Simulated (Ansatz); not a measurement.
Abridged Ansatz (a program for electronic structure) output:

```
Relaxation: its limit of steps is 50 (relax.max_steps)
Pseudopotential: Si, paw, valence charge 4
Pseudopotential: O, paw, valence charge 6
Crystal: 6 atoms, lattice volume = 47.619 Å³
Basis set: ecut = 420 eV, 933 PW (Γ), exchange–correlation on 60×60×40 points (8 copies of the dense FFT grid, shifted against one another)
Bands: 22, of which v1, the nominal top of the filled ones, is band 16 counted from 1 (15 counted from 0)
Symmetry: 16 space group operations
k-points: 105 of 768
Functional: x = slater, c = lda
SCF iter   1: F=—  HF=-3445.391690 eV  |F-HF|=—  |Δ(HF+E_count)|=         —  Δρ=1.53e-2  dr2=8.86e-2  ethr=1.77e-3  ⟨swp⟩=6.0  Hψ=12614  notcnv=0  defer=3
SCF iter   2: F=—  HF=-3445.366367 eV  |F-HF|=—  |Δ(HF+E_count)|=   2.53e-2  Δρ=6.12e-3  dr2=7.21e-3  ethr=2.77e-4  ⟨swp⟩=2.4  Hψ=4885  notcnv=0  defer=182
SCF 1 converged in 7 iterations: F = -3445.363497 eV  dr2 = 1.86e-11
relax step   1: F+E_penalty+E_count = -3445.36349735 eV  Δ(F+E_penalty+E_count) = +0.000e0 eV  max|allowed force component| = 1.585e-1 eV/Å  Δτ_max = 0.0000 Å  (7 SCF iters, accepted)
Crystal: 6 atoms, lattice volume = 47.619 Å³
SCF iter   1: F=—  HF=-3445.365277 eV  |F-HF|=—  |Δ(HF+E_count)|=         —  Δρ=6.82e-4  dr2=1.40e-4  ethr=4.30e-7  ⟨swp⟩=1.3  Hψ=7270  notcnv=0  defer=182
SCF iter   2: F=—  HF=-3445.365219 eV  |F-HF|=—  |Δ(HF+E_count)|=   5.79e-5  Δρ=2.60e-4  dr2=1.17e-5  ethr=4.30e-7  ⟨swp⟩=2.8  Hψ=3897  notcnv=0  defer=182
SCF 2 converged in 5 iterations: F = -3445.365215 eV  dr2 = 5.03e-10
relax step   2: F+E_penalty+E_count = -3445.36521507 eV  Δ(F+E_penalty+E_count) = -1.718e-3 eV  max|allowed force component| = 1.110e-1 eV/Å  Δτ_max = 0.0023 Å  (5 SCF iters, accepted)
Crystal: 6 atoms, lattice volume = 47.619 Å³
SCF iter   1: F=—  HF=-3445.367187 eV  |F-HF|=—  |Δ(HF+E_count)|=         —  Δρ=1.59e-3  dr2=7.58e-4  ethr=2.39e-5  ⟨swp⟩=2.1  Hψ=5919  notcnv=0  defer=182
SCF iter   2: F=—  HF=-3445.366873 eV  |F-HF|=—  |Δ(HF+E_count)|=   3.15e-4  Δρ=6.05e-4  dr2=6.36e-5  ethr=2.37e-6  ⟨swp⟩=2.0  Hψ=4428  notcnv=0  defer=182
SCF 3 converged in 6 iterations: F = -3445.366853 eV  dr2 = 6.64e-11
relax step   3: F+E_penalty+E_count = -3445.36685291 eV  Δ(F+E_penalty+E_count) = -1.638e-3 eV  max|allowed force component| = 1.237e-3 eV/Å  Δτ_max = 0.0053 Å  (6 SCF iters, accepted)
SCF converged after 6 iterations
Free energy (F): -3445.366853 eV
Internal energy: -3445.366853 eV  (E = F + TS)
E sigma→0 (E₀):  -3445.366853 eV
Fermi energy:    12.550023 eV
--- Forces (eV/Å), atoms counted from 1 ---
  atom   1  Si     0.00000000     0.00000000     0.00000000
  atom   2  Si     0.00000000     0.00000000     0.00000000
  atom   3  O     -0.00123736    -0.00123736     0.00000000
  atom   4  O     -0.00123736     0.00123736     0.00000000
  atom   5  O      0.00123736    -0.00123736     0.00000000
  atom   6  O      0.00123736     0.00123736     0.00000000
--- Stress (GPa, compression-positive) ---
       -9.439681       0.000000       0.000000
        0.000000      -9.439681       0.000000
        0.000000       0.000000     -12.765672
  P = ⅓ Tr σ = -10.5483 GPa (-105.483 kbar)
--- Relaxed structure (3 steps of the walk, 3 accepted, 0 SCFs on fresh bases) ---
  atoms:
    - { symbol: Si, position: [8.595071987622426e-20, 5.1570431925734544e-20, 0.0] }
    - { symbol: Si, position: [0.5, 0.5, 0.5] }
    - { symbol: O, position: [0.3068435453372526, 0.3068435453372526, 0.0] }
    - { symbol: O, position: [0.8068435453372527, 0.19315645466274747, 0.5] }
    - { symbol: O, position: [0.19315645466274747, 0.8068435453372527, 0.5] }
    - { symbol: O, position: [0.6931564546627476, 0.6931564546627476, 0.0] }
```

### Question
What was computed, and what are the main results?

### Answer
SiO2, 6 atoms in the cell, with Kohn–Sham DFT with the LDA functional, run in Ansatz with PAW and 420 eV plane waves, spin-orbit coupling left out. The last SCF converged to F = -3445.366853 eV, or -574.2278 eV per atom, at a pressure of -10.55 GPa. The total energy compares only with runs of the same code, potentials and settings.

The cells carry an imposed strain or load. No phonon test of stability was made. The cell was made from SiO2 in the rutile structure (space group P4_2/mnm, No. 136) by this change: isotropic strain +1.20 %.

Keys are those of Ansatz 0.2.
